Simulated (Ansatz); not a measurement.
Base system: Cu in the fcc (Cu type) structure (space group Fm-3m, No. 225; relaxed with 0.1 eV smearing).

```
CELL_PARAMETERS angstrom
      0.00000     1.78189     1.78189
      1.78189     0.00000     1.78189
      1.78189     1.78189     0.00000
ATOMIC_POSITIONS crystal
  Cu 0.00000 0.00000 0.00000
```

Cartesian axes are those of the cell as printed.

Computed with plane-wave PAW DFT at the PBEsol level (Ansatz, a quantum-chemistry and plane-wave program, 420 eV), no spin-orbit coupling.

It is then changed as follows: every lattice vector is stretched by 2.00 %, atoms relaxed at fixed cell.

Task: Predict the stress tensor and what it implies for the stiffness.

Result: Stress of the strained cell less that of the base (GPa, compression positive):
```
   -8.6     0.0     0.0
    0.0    -8.6     0.0
    0.0     0.0    -8.6
```

Then B = −ΔP/(ΔV/V₀) with ΔV/V₀ = 0.0612 gives secant stiffness values (nonlinear terms included at this strain): B ≈ 141 GPa.

As a check, the harmonic strain energy −½ V₀ Δσ:ε is 18 meV/atom; the computed energy rise is 20 meV/atom.

No phonon test of stability was made. The final runs are not spin-polarised.
